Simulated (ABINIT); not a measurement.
Input and output of a self-consistent single point for CaMg₂ (P-6m2, 6 atoms in the cell) (ABINIT).

Computed with PBEsol, norm-conserving pseudopotentials (PseudoDojo nc-sr-04 PBEsol standard) (plane waves; ABINIT 10.0.3).

The change in words: lattice scaled by 0.98. Reference geometry:
```yaml
crystal:
  lattice:
    - [3.47284, 0.00000, 0.00000]
    - [-1.73642, 3.00757, 0.00000]
    - [0.00000, 0.00000, 16.63600]
  atoms:
    - { symbol: Ca, position: [0.00000, 0.00000, 0.32739] }
    - { symbol: Ca, position: [0.00000, 0.00000, 0.67261] }
    - { symbol: Mg, position: [0.00000, 0.00000, 0.00000] }
    - { symbol: Mg, position: [0.66667, 0.33333, 0.15500] }
    - { symbol: Mg, position: [0.66667, 0.33333, 0.84500] }
    - { symbol: Mg, position: [0.66667, 0.33333, 0.50000] }
```

Reference input (self-consistent single point, DFT, PBEsol, plane waves, norm-conserving pseudopotentials (PseudoDojo nc-sr-04 PBEsol standard)): pseudos = [Ca.upf, Mg.upf]; ecut = 84 Ry; ixc = -116133; occopt = 3; tsmear = 0.1 eV; ngkpt = 8 8 2; nshiftk = 1; shiftk = 0 0 0; potentials = PseudoDojo nc-sr-04 PBEsol standard; nband = 39; kptopt = 1; nstep = 80. This run's input differs from it in these lines:

```diff
@@ -3,6 +3,6 @@
 pseudos "Ca.upf, Mg.upf"
-acell 3.4728401944 3.4728401944 16.6360020000 Angstrom
+acell 3.4033834984 3.4033834984 16.3032820000 Angstrom
 rprim
-         1.0000000000   -0.0000000130    0.0000000000
-        -0.4999999888    0.8660254103    0.0000000000
+         1.0000000000    0.0000000395    0.0000000000
+        -0.5000000342    0.8660253840    0.0000000000
          0.0000000000    0.0000000000    1.0000000000
@@ -13,8 +13,8 @@
 xcart
-         0.0000000000    0.0000000000   10.2923190617
-         0.0000000000    0.0000000000   21.1451685271
+         0.0000000000    0.0000000000   10.0864727052
+         0.0000000000    0.0000000000   20.7222652074
          0.0000000000    0.0000000000    0.0000000000
-         3.2813584456    1.8944931251    4.8728105763
-         3.2813584456    1.8944931251   26.5646770125
-         3.2813584456    1.8944931251   15.7187437944
+         3.2157312812    1.8566034901    4.7753543764
+         3.2157312812    1.8566034901   26.0333835361
+         3.2157312812    1.8566034901   15.4043689563
 ecut 84 Ry
```

Log, with long lists cut:

```
--- !BeginCycle
solver: {iscf: 7, nstep: 80, nline: 4, wfoptalg: 0, }
tolerances: {tolvrs: 1.00E-10, }
...

     iter   Etot(hartree)      deltaE(h)  residm     vres2
 ETOT  1  -313.88310307380    -3.139E+02 2.629E-01 5.529E+04
 ETOT  2  -314.46900977968    -5.859E-01 7.768E-03 2.950E+03
 ETOT  3  -314.49418561152    -2.518E-02 1.904E-02 1.321E+01
 ETOT  4  -314.49434947650    -1.639E-04 1.696E-03 2.322E+00
 ETOT  5  -314.49436913738    -1.966E-05 1.287E-03 7.064E-02
   [... 3 lines left out ...]
 ETOT  9  -314.49437006402    -9.402E-11 7.025E-04 3.280E-08
 ETOT 10  -314.49437006403    -1.478E-12 3.600E-04 3.000E-09
 ETOT 11  -314.49437006402     1.074E-11 4.112E-04 2.199E-10
 ETOT 12  -314.49437006402    -7.105E-12 2.273E-04 1.468E-11
 At SCF step   12       vres2   =  1.47E-11 < tolvrs=  1.00E-10 =>converged.

 Cartesian components of stress tensor (hartree/bohr^3)
  sigma(1 1)= -5.21016644E-05  sigma(3 2)=  0.00000000E+00
  sigma(2 2)= -5.21016642E-05  sigma(3 1)=  0.00000000E+00
  sigma(3 3)= -5.29116813E-06  sigma(2 1)= -2.75835276E-14

 ----iterations are completed or convergence reached----

 reduced coordinates (array xred) for    6 atoms
       0.000000000000      0.000000000000      0.327389998569
       0.000000000000      0.000000000000      0.672609997062
       0.000000000000      0.000000000000     -0.000000002185
       0.666666666667      0.333333333333      0.154999999323
       0.666666666667      0.333333333333      0.844999996308
       0.666666666667      0.333333333333      0.499999997815
 cartesian forces (eV/Angstrom) at end:
   [... lines left out ...]
 Fermi (or HOMO) energy (hartree) =   0.15335   Average Vxc (hartree)=  -0.31674
 Fermi (or HOMO) energy (eV) =   4.17292   Average Vxc (eV)=  -8.61899
   [... lines left out ...]
total_energy        : -3.14494370064023E+02
total_energy_eV     : -8.55782702562101E+03
band_energy         : -6.74499811967660E+01
...

-Cartesian components of stress tensor (GPa)         [Pressure=  1.0738E+00 GPa]
- sigma(1 1)= -1.53288363E+00  sigma(3 2)=  0.00000000E+00
- sigma(2 2)= -1.53288363E+00  sigma(3 1)=  0.00000000E+00
- sigma(3 3)= -1.55671515E-01  sigma(2 1)= -8.11535264E-10

 Calculation completed.
```

The run converged in 12 iterations. Against the reference run the free energy goes up by 2.7 meV/atom, the pressure goes from -0.52 to 1.07 GPa and the largest force goes from 0.018 to 0.025 eV/Å.

The starting cell comes from a database of computed structures (which also holds hypothetical and non-ambient phases and stackings), without a prior relaxation at this level. Its lattice was rescaled by a random factor within 2.5 % of one. For this run, on top of that: lattice scaled by 0.98.

Cost on one core of a shared machine: roughly 6 min.
